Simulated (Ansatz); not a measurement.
The reference is AlN in the wurtzite structure (space group P6_3mc, No. 186; a = 3.107 Å, c = 4.978 Å). Axes: x lies along a and z along c of the hexagonal cell.

All numbers come from r2SCAN, PAW, 500 eV (Ansatz, an electronic-structure program; scalar-relativistic without spin-orbit coupling).

It is then changed as follows: strain tensor (xx, yy, zz, yz, xz, xy) = (+0.91, +0.49, +1.36, +0.19, +0.29, +0.04) %, atoms relaxed at fixed cell.

Problem. What happens to the electron mass, energy relative to the base and stress?

Solution. The electron mass amounts to 0.28 mₑ along z, 0.30 mₑ across (at Γ); the energy increases by 5.5 meV/atom; the stress (xx, yy, zz, yz, xz, xy; compression positive) comes out as (-5.49, -4.36, -6.39, -0.45, -0.69, -0.10) GPa.

The levels and masses belong to the bands next to the band gap. Masses are band curvatures over ±0.01 Å⁻¹ around the edge. No phonon test of stability was made.
